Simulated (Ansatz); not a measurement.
The starting structures come from a database of crystals and need not be the phases stable at ambient conditions.

 Where the default PAW files enter, the runs use the earlier of Ansatz's two default sets.

The decay constant κ of evanescent states in the gap governs leakage through a thin film.

```yaml
crystal:
  lattice:
    - [5.72531, 0.00000, 0.00000]
    - [-2.86265, 4.95826, 0.00000]
    - [0.00000, 0.00000, 7.07414]
  atoms:
    - { symbol: Sr, position: [0.00000, 0.00000, 0.00000] }
    - { symbol: Sr, position: [0.66667, 0.33333, 0.33781] }
    - { symbol: Sr, position: [0.33333, 0.66667, 0.66219] }
    - { symbol: Ta, position: [0.66667, 0.33333, 0.82350] }
    - { symbol: Ta, position: [0.33333, 0.66667, 0.17650] }
    - { symbol: Zn, position: [0.00000, 0.00000, 0.50000] }
    - { symbol: O, position: [0.00000, 0.50000, 0.00000] }
    - { symbol: O, position: [0.50000, 0.50000, 0.00000] }
    - { symbol: O, position: [0.50000, 0.00000, 0.00000] }
    - { symbol: O, position: [0.33929, 0.16965, 0.67678] }
    - { symbol: O, position: [0.66071, 0.83036, 0.32322] }
    - { symbol: O, position: [0.83035, 0.16965, 0.67678] }
    - { symbol: O, position: [0.16965, 0.83036, 0.32322] }
    - { symbol: O, position: [0.83035, 0.66071, 0.67678] }
    - { symbol: O, position: [0.16965, 0.33929, 0.32322] }
```

Space group of this cell: P-3m1. The cell is taken as given; by r2SCAN its mean pressure is -5.4 GPa.

Transport runs along the normal of the first two printed cell vectors, the (001) plane of the conventional cell.

The gap is the functional's own, uncorrected, and κ follows it; spin-orbit coupling is left out. Mid-gap values are interpolated between the computed energies.

Task: Give the band gap and the smallest decay constant κ at mid-gap that Ansatz (a program for electronic structure) with r2SCAN yields.

Result: Gap 3.91 eV on a 6×6×4 mesh; κ = 0.365 1/Å, at the zone centre.
